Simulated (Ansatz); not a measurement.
## 1T (CdI2-type) PtTe₂

Computed with PBE0-D4 (Ansatz, a first-principles code, plane waves, PAW).

Cell: relaxed at this level.

| Property | Result |
|---|---|
| interlayer binding energy | 43.8 meV/Å² |
| layer repeat distance | 5.086 Å |
| gap between the layers | 2.417 Å |

Note: exact exchange on metals is sensitive to the k mesh and can open a false gap; the run warned that the count of filled bands differs between k points.

Spin–orbit coupling is not included.

Static lattice: no zero-point or thermal effects.

The result took about 6 core-hours (a rough figure).
